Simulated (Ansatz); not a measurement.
Data:

```yaml
crystal:
  lattice:
    - [5.59743, 0.00000, 0.00000]
    - [0.00000, 5.59743, 0.00000]
    - [2.79871, -2.79871, 5.52556]
  atoms:
    - { symbol: Se, position: [0.11114, 0.85905, 0.27990] }
    - { symbol: Se, position: [0.85905, 0.60896, 0.72010] }
    - { symbol: Se, position: [0.60896, 0.42085, 0.27990] }
    - { symbol: Se, position: [0.42085, 0.11114, 0.72010] }
    - { symbol: Ga, position: [0.25000, 0.25000, 0.50000] }
    - { symbol: Ga, position: [0.50000, 0.50000, 0.00000] }
    - { symbol: Cd, position: [0.00000, 0.00000, 0.00000] }
```

No spin polarisation.

Level of theory: plane-wave PAW DFT at the PBEsol level (Ansatz, a program for electronic structure, 420 eV), spin-orbit coupling left out. k-mesh 8×8×8 (Γ-centred); smearing 0.05 eV (Fermi–Dirac).

### Question
Predict the gap character and pressure.

### Answer
* **Gap character**: direct at Γ
* **Pressure (mean of the normal stresses, compression positive)**: 0.68 GPa

The cells carry an imposed strain or load. Whether these cells are dynamically stable was not tested. The cell was made from CdGa$_{2}$Se$_{4}$ (space group I-4, No. 82) by this change: biaxial strain −2.25 %, plane normal [001], relaxed out of plane.
